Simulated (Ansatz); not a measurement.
## SiO2, response to strain

The reference is SiO2 in the rutile structure (space group P4_2/mnm, No. 136).

```yaml
crystal:
  lattice:
    - [4.19450, 0.00000, 0.00000]
    - [0.00000, 4.19450, 0.00000]
    - [0.00000, 0.00000, 2.67848]
  atoms:
    - { symbol: Si, position: [0.00000, 0.00000, 0.00000] }
    - { symbol: Si, position: [0.50000, 0.50000, 0.50000] }
    - { symbol: O, position: [0.30606, 0.30606, 0.00000] }
    - { symbol: O, position: [0.80606, 0.19394, 0.50000] }
    - { symbol: O, position: [0.19394, 0.80606, 0.50000] }
    - { symbol: O, position: [0.69394, 0.69394, 0.00000] }
```

Cartesian axes are those of the cell as printed.

Strains are applied to the cell and any free atomic positions relax; under biaxial strain the out-of-plane vector relaxes too.

Level of theory: Kohn–Sham DFT with the PBEsol functional, run in Ansatz (an electronic-structure program) with PAW and 420 eV plane waves, scalar-relativistic without spin-orbit coupling.

```csv
"biaxial strain, plane normal [001], relaxed out of plane (%)",out-of-plane strain (%)
-3,1.74
-2.4,?
-1.8,1.00
-1.2,0.65
-0.6,0.32
0,0.00
```

### Question
Fit ε⊥ = −νε + γε² (strains in %) to the rows shown and predict the withheld row.

### Answer
Least squares on the printed values gives ν = 0.52 (the biaxial Poisson response) and γ = 0.021 (largest residual 0.00 %); this predicts 1.36 %, and the run gives 1.36 %, in agreement.

Whether these cells are dynamically stable was not tested.
